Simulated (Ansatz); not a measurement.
Cells marked so need not be the phases stable at ambient conditions, and some may be hypothetical.

The gap is the functional's own. No spin-orbit coupling. Mid-gap values are interpolated on the energy grid.

A. YI3 (R-3, not sure to be the ambient phase, 8 atoms a cell, 41.2 Å³ an atom), along the normal of (001)
B. Cd(InSe2)2 (I-42m, not sure to be the ambient phase, 7 atoms a cell, 29.2 Å³ an atom), along the normal of (110)
C. Mg3Si2H4O9 (P31m, not sure to be the ambient phase, 18 atoms a cell, 9.9 Å³ an atom), along the normal of (100)
D. K4CdP2 (R-3m, not sure to be the ambient phase, 7 atoms a cell, 36.1 Å³ an atom), along the normal of (101)

Task: Rank these by mid-gap decay constant of the slowest evanescent state (lowest first), as Ansatz (an electronic-structure program) with PBEsol gives it.

Result: B (0.07 1/Å), D (0.15 1/Å), A (0.23 1/Å), C (0.37 1/Å)
